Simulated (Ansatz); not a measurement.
The parent structure is Mg2Sn (space group Fm-3m, No. 225; a = 6.747 Å; relaxed with 0.1 eV smearing). Axes: x, y, z lie along the cube axes.

All numbers come from Ansatz (an electronic-structure program) PBEsol, no SOC.

Strains are applied to the cell and any free atomic positions relax; under biaxial strain the out-of-plane vector relaxes too.

One change was made to it. Results:

| quantity | base | after |
|---|---|---|
| energy relative to the base (free energy F) | 0 meV/atom | +4.4 meV/atom |
| volume per atom | 25.60 Å³ | 24.97 Å³ |

**Question.** Which of these changes matches the shifts?
(A) biaxial strain +0.42 %, plane normal [111], relaxed out of plane
(B) biaxial strain −1.67 %, plane normal [111], relaxed out of plane
(C) biaxial strain +2.50 %, plane normal [111], relaxed out of plane
(D) biaxial strain −2.50 %, plane normal [111], relaxed out of plane

**Answer.** B, biaxial strain −1.67 %, plane normal [111], relaxed out of plane. For comparison, the energy relative to the base in the other runs: biaxial strain +0.42 %, plane normal [111], relaxed out of plane gives +0.3 meV/atom; biaxial strain +2.50 %, plane normal [111], relaxed out of plane gives +8.9 meV/atom; biaxial strain −2.50 %, plane normal [111], relaxed out of plane gives +10 meV/atom.

Whether these cells are dynamically stable was not tested.
